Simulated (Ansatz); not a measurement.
Structures of equal composition on the (111) surface of fcc Rh: a layer of Mo in place of the second plane; a layer of Mo in place of the third plane. The slabs share one bottom face, and each structure is named by its start. These are constructed structures in small cells; real faces may alloy, dewet or reconstruct in larger ones, and not all known structures of the face are among them. Slabs of about 11 Å, Fermi-Dirac smearing of 0.1 eV. Bottom of the slabs: a bare face, its two planes held. Relaxed from the named starts with such symmetry as they have, on meshes of like density; energies extrapolated to zero smearing; spin only where a row says so; no spin-orbit coupling, no U. Brackets mark spin-polarised runs, whose order is one that fits the cell.

Computed with PBE (plane waves to 420 eV, PAW; Ansatz, a program for electronic structure).

**Question.** Rank these by energy per 1x1 cell (lowest first), as PBE gives it.

**Answer.** a layer of Mo in place of the second plane (0.000 eV), a layer of Mo in place of the third plane (0.439 eV)
